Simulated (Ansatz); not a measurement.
The reference is Cu$_{2}$Se in the anti-fluorite structure (space group Fm-3m, No. 225; a = 5.719 Å; a cell from a computed database, its experimental status unchecked). Axes: x, y, z lie along the cube axes.

Calculations: plane-wave PAW DFT at the PBEsol level (Ansatz, a quantum-chemistry and plane-wave program, 420 eV), without spin-orbit coupling.

Before the change:

```
Quantity                         Value
-----------------------------  -------
Pressure                       0.0 GPa
Shortest interatomic distance  2.476 Å
Band gap                          zero
```

Perturbation: tensor shear ε_xy = +1.87 % (engineering shear γ = 0.0374); the atoms relax in the strained cell.

**Question.** Estimate the effect on the energy relative to the base, largest internal atomic displacement, pressure, shortest interatomic distance and band gap.

**Answer.** The energy goes up by 1.0 meV/atom; the largest internal atomic displacement amounts to 0.058 Å; the pressure (mean of the normal stresses, compression positive) remains 0.0 GPa; the shortest interatomic distance stays essentially unchanged (2.476 Å against 2.475 Å); the band gap stays zero.

Whether these cells are dynamically stable was not tested. All final runs are without spin polarisation. The zero or small gap of Cu2Se can change with the level of theory.
